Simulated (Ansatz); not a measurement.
BeTe, response to strain

Consider BeTe in the zinc blende structure (space group F-43m, No. 216; a = 5.6568 Å). Axes: x, y, z lie along the cube axes.

Strains are applied to the cell and any free atomic positions relax.

Level of theory: r2SCAN (Ansatz, a program for electronic structure; PAW; 500 eV plane waves; no spin-orbit coupling).

Notes on the quantities. energy relative to the base: free energy F.

| change | smallest direct gap | energy relative to the base | shortest interatomic distance |
|---|---|---|---|
| base | 4.04 eV | 0 meV/atom | 2.449 Å |
| tensor shear ε_xy = +0.57 % | ? | ? | 2.444 Å |
| tensor shear ε_xy = +0.29 % | 3.99 eV | +0.1 meV/atom | 2.447 Å |
| tensor shear ε_xy = +2.00 % | 3.68 eV | +5.9 meV/atom | 2.432 Å |
| tensor shear ε_xy = +1.43 % | ? | +3.0 meV/atom | 2.437 Å |
| tensor shear ε_xy = +1.14 % | 3.84 eV | +1.9 meV/atom | 2.439 Å |
| tensor shear ε_xy = +0.86 % | 3.89 eV | +1.1 meV/atom | 2.442 Å |
| tensor shear ε_xy = +1.71 % | ? | +4.3 meV/atom | 2.434 Å |

Task: Some entries are withheld; estimate them.

Result: 
- tensor shear ε_xy = +0.57 %, smallest direct gap: 3.94 eV
- tensor shear ε_xy = +0.57 %, energy relative to the base: +0.5 meV/atom
- tensor shear ε_xy = +1.43 %, smallest direct gap: 3.79 eV
- tensor shear ε_xy = +1.71 %, smallest direct gap: 3.73 eV

Spin-orbit coupling, missing from the scalar runs, can matter with Te. Whether these cells are dynamically stable was not tested.
